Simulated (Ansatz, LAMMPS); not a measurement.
**Ge well of 9 atomic layers along [001] in random Si0.3Ge0.7, interfaces graded over 4 layers**

Cell 17.02 × 17.02 × 51.44 Å, Si140Ge508, 648 atoms. Prepared with Tersoff's 1989 multicomponent potential (SiCGe.tersoff) run with LAMMPS: minimisation. 

The numbers are results of PBE, support functions at accuracy medium on the grid of 370 eV (norm-conserving potentials; Ansatz, an electronic-structure program), not measurements.

Basis: localised support functions (accuracy medium) on a full density matrix. k-points: zone centre alone; occupations: Fermi-Dirac, 0.010 eV; spin polarisation not allowed. Spin-orbit coupling is left out.

```
Quantity                                                                                           Result
----------------------------------------------  ---------------------------------------------------------
Kohn-Sham gap of the cell on its k-mesh                                                           0.25 eV
weight of the highest filled level on the well                                                       0.55
weight of the lowest empty level on the well                                                         0.29
coordination (neighbours within 2.923 Å)                                                   100.0 % 4-fold
Ge-Ge bonds, mean ± spread                                                                2.483 ± 0.007 Å
Ge-Si bonds, mean ± spread                                                                2.437 ± 0.008 Å
Si-Si bonds, mean ± spread                                                                2.388 ± 0.008 Å
bond angles, mean ± spread                                                                  109.5° ± 1.1°
pressure                                                                                         0.07 GPa
cost of the final run                           around 30 core-minutes (rough), 12 SCF iterations, 13 GiB
```
